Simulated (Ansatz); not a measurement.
The starting structures come from a database of crystals and need not be the phases stable at ambient conditions.

 Where the default PAW files enter, the runs use the earlier of Ansatz's two default sets.

# Evanescent states of AlGaP2 (P-4m2, not sure to be the ambient phase, 4 atoms a cell, 20.4 Å³ an atom) along the normal of (001)

Calculation: PBEsol (plane waves, PAW; Ansatz, an electronic-structure program).

No gap correction and no spin-orbit coupling; mid-gap values are interpolated between computed energies.

Energies count from the valence-band top; κ is the least over a 8×8 mesh across the current.

| E (eV) | κ (1/Å) | where |
|---|---|---|
| 0.04 | 0.062 | Γ |
| 0.14 | 0.085 | Γ |
| 0.23 | 0.102 | Γ |
| 0.32 | 0.115 | Γ |
| 0.41 | 0.126 | Γ |
| 0.49 | 0.136 | Γ |
| 0.58 | 0.144 | Γ |
| 0.68 | 0.151 | Γ |
| 0.77 | 0.157 | Γ |
| 0.85 | 0.158 | off Γ |
| 0.94 | 0.153 | off Γ |
| 1.03 | 0.146 | off Γ |
| 1.12 | 0.139 | off Γ |
| 1.22 | 0.129 | off Γ |
| 1.30 | 0.106 | off Γ |
| 1.40 | 0.076 | off Γ |
| 1.49 | 0.013 | off Γ |

Task: How thick must the barrier be to attenuate the transmission by 10^8 when the electrodes' Fermi level lies at 0.49 eV, and what attenuation does that film give at 0.04 eV?

Result: d = 8 ln 10 / (2 × 0.136) = 67.7 Å. At 0.04 eV it gives 8 × 0.062/0.136 = 3.6 decades.
